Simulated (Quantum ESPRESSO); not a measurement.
Quantum ESPRESSO 7.5, DFT, PBE, plane waves, PseudoDojo 0.5 standard norm-conserving PBE (local tails restored to the Coulomb form): Cu(100) slab of 5 layers, 1x1 (Cu5), unrelaxed, 5 atoms. Basis and mesh were picked for this test and aren't claimed converged.

```
Property                                             Value
------------------------  --------------------------------
cell                      2.56, 2.56, 21.23 Å; 90, 90, 90°
task                                                   scf
k mesh                                               9×9×1
ecutwfc                                              92 Ry
ecutrho                                             368 Ry
occupations                                       smearing
smearing                                                mv
degauss                                            0.02 Ry
conv_thr                                          5e-09 Ry
tprnfor                                               true
tstress                                              false
k-point pools (-nk)                                      8
diagonalization                            david (default)
mixing_mode                                plain (default)
mixing_beta                                  0.7 (default)
mixing_ndim                                    8 (default)
k-points computed                                       15
bands                                                   58
electrons                                               95
G-vectors of the density                            111453
FFT grid                                         30×30×250
symmetry operations                                     16
```

Machine: one whole node, Intel Xeon 6 (Granite Rapids), 96 cores on 1 socket, 2 hardware threads a core, 3 L3 cache groups, 3 NUMA nodes.

Wall times, medians of two to five repeats, each run alone on the node (launch to exit). Processes are pinned to neighbouring cores unless said otherwise. Build: conda-forge: Open MPI 5.0, OpenMP, OpenBLAS 0.3.34 (pthreads), FFTW, ScaLAPACK, ELPA. Other compilers and libraries give other times. Scratch files lie in a memory file system.

Started as
```bash
OMP_NUM_THREADS=1 mpirun -np 96 pw.x -nk 8 -in pw.in
```
(96 ranks, mixing_mode = plain (default)) it takes 3.6 s and 12 SCF iterations.

### Question
Predict the time once the run is changed to mixing_mode = TF.

### Answer
About 6.4 s (2 runs within 1 %): 1.8× as long. The largest move is in FFTs of H·ψ (vloc_psi): 1.3 s to 2.5 s. SCF iterations go from 12 to 26. Change in the result: energy equal as printed, forces (largest component) 0.049 meV/Å.
